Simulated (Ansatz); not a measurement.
Take Ir in the fcc (Cu type) structure (space group Fm-3m, No. 225; a = 3.8450 Å; relaxed with 0.1 eV smearing) as the base. Axes: x, y, z lie along the cube axes.

Structures relaxed with Ansatz (a program for electronic structure), r2SCAN, PAW, cutoff 500 eV, scalar-relativistic without spin-orbit coupling.

Base:

Simulated powder pattern, Co Kα, λ = 1.79026 Å (kinematic, ideal powder, no thermal factors, no anomalous dispersion; the 10 strongest lines at most, above 2 %, up to 2θ = 90°):

```csv
2θ (°),I/Imax (%),hkl
47.56,100,(111)
55.50,49,(200)
82.37,34,(220)
```

Now apply this change: tensor shear ε_xy = +0.57 % (engineering shear γ = 0.0114), atoms relaxed at fixed cell.

After the change:

Simulated powder pattern, Co Kα, λ = 1.79026 Å (kinematic, ideal powder, no thermal factors, no anomalous dispersion; the 10 strongest lines at most, above 2 %, up to 2θ = 90°):

| 2θ (°) | I/Imax (%) | hkl |
|---|---|---|
| 47.37 | 100 | (111) |
| 47.75 | 98 | (1 -1 1) |
| 55.50 | 96 | (002) |
| 81.80 | 11 | (220) |
| 82.37 | 45 | (202) |
| 82.94 | 11 | (2 -2 0) |

The indices refer to the base's conventional cell; one index is shown for lines that coincide. The space group is now Immm (No. 71).

The cells carry an imposed strain or load. Whether these cells are dynamically stable was not tested. The final runs are not spin-polarised.
